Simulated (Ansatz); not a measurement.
Start from ScAl₃ in the Cu3Au type structure (space group Pm-3m, No. 221; a = 4.086 Å). Axes: x, y, z lie along the cube axes.

The values are results of Ansatz (a quantum-chemistry and plane-wave program), r2SCAN, PAW, cutoff 500 eV, scalar-relativistic without spin-orbit coupling, not measurements.

Strains are applied to the cell and any free atomic positions relax; under biaxial strain the out-of-plane vector relaxes too.

One change was made to it. Results:

The pressure (mean of the normal stresses, compression positive) goes from zero to -1.4 GPa; the energy rises by 2.4 meV/atom; the band gap remains zero.

### Question
Which change produced these results?
A) biaxial strain +2.33 %, plane normal [001], relaxed out of plane
B) biaxial strain −1.17 %, plane normal [001], relaxed out of plane
C) isotropic strain +4.29 %
D) uniaxial strain ε_yy = +1.50 %
E) biaxial strain −1.24 %, plane normal [111], relaxed out of plane

### Answer
D, uniaxial strain ε_yy = +1.50 %. For comparison, the pressure in the other runs: biaxial strain −1.24 %, plane normal [111], relaxed out of plane gives 2.0 GPa; isotropic strain +4.29 % gives -9.1 GPa; biaxial strain −1.17 %, plane normal [001], relaxed out of plane gives 1.9 GPa; biaxial strain +2.33 %, plane normal [001], relaxed out of plane gives -3.2 GPa.

Without a gap, meshes like the base's 11×11×11 leave anisotropic stresses uncertain by several tenths of a GPa, and small strain energies with them. No phonon test of stability was made. All final runs are without spin polarisation.
